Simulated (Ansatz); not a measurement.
Worked example: relaxation of cell and atoms of Na2H4Pd (I4/mmm, 7 atoms in the cell) in Ansatz (a first-principles code).

Method: LDA (PW92), default PAW files made with PBE (plane waves; Ansatz).

The change in words: atoms on their sites; basis.ecutwfc: 420 eV → 250 eV; relax: default → cell and atoms. Reference geometry:
```xyz
7
Lattice="-2.6501 2.6501 3.2594 2.6501 -2.6501 3.2594 2.6501 2.6501 -3.2594" Properties=species:S:1:pos:R:3 pbc="T T T"
Na     0.0000     2.6501     1.6297
Na     2.6501     0.0000     1.6297
H      1.1670     1.1670     0.0000
H      1.4831     1.4831     3.2594
H      1.4831    -1.4831     3.2594
H     -1.4831     1.4831     3.2594
Pd     0.0000     0.0000     0.0500
```

Reference input (self-consistent single point, DFT, LDA (PW92), plane waves, default PAW files made with PBE): basis.ecutwfc = 420 eV; kpoints.mp_grid.grid = 7 7 7; hamiltonian.xc = lda; hamiltonian.pseudopotentials = {kind: paw} (the program's default PAW files); scf.occupations.method = fixed. This run's input differs from it in these lines:

Ansatz 0.2 input:
```diff
@@ -12,5 +12,5 @@
     - { symbol: H, position: [0.77982000, 0.22018000, 0.00000000] }
-    - { symbol: Pd, position: [0.00767000, 0.00767000, 0.00000000] }
+    - { symbol: Pd, position: [0.00000000, 0.00000000, 0.00000000] }
 basis:
-  ecutwfc: 420.0
+  ecutwfc: 250.0
 kpoints:
@@ -22,2 +22,4 @@
   occupations: { method: fixed }
+relax:
+  cell: {}
 output:
```

Output (repeated stretches shortened):

```
   [... SCF lines of the steps left out ...]
relax step   1: F+E_penalty+E_count = -9839.17712324 eV  Δ(F+E_penalty+E_count) = +0.000e0 eV  max|allowed force component| = 5.800e-2 eV/Å  Δτ_max = 0.0000 Å  P = -2.318 GPa  Ω = 91.566 Å³  (7 SCF iters, dr2 threshold 1.00e-7 eV, accepted)
relax step   2: F+E_penalty+E_count = -9840.37788132 eV  Δ(F+E_penalty+E_count) = -1.201e0 eV  max|allowed force component| = 1.699e-2 eV/Å  Δτ_max = 0.0135 Å  P = +11.903 GPa  Ω = 84.829 Å³  energy of the carried Pulay correction = +1.444e0 eV  (7 [...]
   [... lines left out ...]
relax step  32: F+E_penalty+E_count = -9839.23610453 eV  Δ(F+E_penalty+E_count) = -5.516e-3 eV  max|allowed force component| = 2.469e-3 eV/Å  Δτ_max = 0.0001 Å  P = +0.014 GPa  Ω = 84.213 Å³  energy of the carried Pulay correction = +5.510e-3 eV  (5 [...]
relax step  33: F+E_penalty+E_count = -9839.23767744 eV  Δ(F+E_penalty+E_count) = -1.573e-3 eV  max|allowed force component| = 2.582e-3 eV/Å  Δτ_max = 0.0000 Å  P = +0.004 GPa  Ω = 84.213 Å³  stress off target by 4.23e-2 GPa  SCF on the basis [...]
basis re-selected at this cell: Δ(F+E_penalty+E_count) = -1.573e-3 eV, ΔP = -0.010 GPa vs the last step
the relaxation is at rest under the 16 symmetry operations that the run kept from its start: a minimum is not shown …
Stability not checked: this state was not tested for a lower state beside it, because too few of the mixer's solves of this state at the end of the SCF gave a …
Free energy (F): -9839.237677 eV
Internal energy: -9839.237677 eV  (E = F + TS)
   [... lines left out ...]
Fermi energy:    2.849901 eV
  cell:  # Å, volume = 84.2135 Å³
   [... lines left out ...]
    - { symbol: H, position: [0.22548967870304557, 0.22548967870304557, 0.45097935740609113] }
    - { symbol: H, position: [0.7745103212969544, 0.7745103212969544, 0.5490206425939089] }
    - { symbol: H, position: [0.22548967870304554, 0.7745103212969544, 0.0] }
    - { symbol: H, position: [0.7745103212969544, 0.22548967870304554, 0.0] }
    - { symbol: Pd, position: [5.038590475121993e-20, -3.6528068691413935e-21, 4.6733097882078514e-20] }
```

The run converged. 

Summary of the result:
| Quantity | Value |
|---|---|
| Free energy E − TS (on the zero of these files) | -9839.2377 eV |
| Top of the valence band (on the code's own zero) | 2.85 eV |
| Gap on the k-point mesh | 2.28 eV |
| Pressure | 0.00 GPa |
| Largest force (vector length) | 0.004 eV/Å |
| Final cell | a = b = c = 4.8320 Å, α = β = 115.62°, γ = 97.77° |
| Final volume per atom | 12.03 Å³ |
| Relaxation steps | 33 |

The starting cell comes from a database of computed structures (which also holds hypothetical and non-ambient phases and stackings), without a prior relaxation at this level. Its lattice was rescaled by up to half a per cent. The relaxation keeps the symmetry of its start, so its end need not be a minimum. Ansatz's pressure includes its estimate of the finite-basis (Pulay) stress. Without the estimate this run gives -35.94 GPa. The cutoff lies below the one recommended for these files.

Cost on one core of a shared machine: roughly 70 s.
